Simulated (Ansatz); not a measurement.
The parent structure is KTaO3 in the cubic perovskite structure (space group Pm-3m, No. 221; a = 3.989 Å). Axes: x, y, z lie along the cube axes.

Perturbation: tensor shear ε_xz = −0.93 % (engineering shear γ = -0.0186), atoms relaxed at fixed cell.

Levels (all Ansatz, a quantum-chemistry and plane-wave program, PAW, earlier PAW set): r2SCAN (500 eV, spin-orbit coupling left out); HSE06 (420 eV, without spin-orbit coupling).

The geometry is relaxed with r2SCAN.

```
Item               Value
---------------  -------
r2SCAN band gap  2.60 eV
```

With HSE06 at the same geometry, the band gap rises by 0.95 eV, from 2.60 eV to 3.55 eV.

Single points use the geometry relaxed with r2SCAN. HSE06 gaps are upper bounds (no full band path). With Ta present, leaving out spin-orbit coupling can change the band edges. The cells carry an imposed strain or load. No phonon test of stability was made.
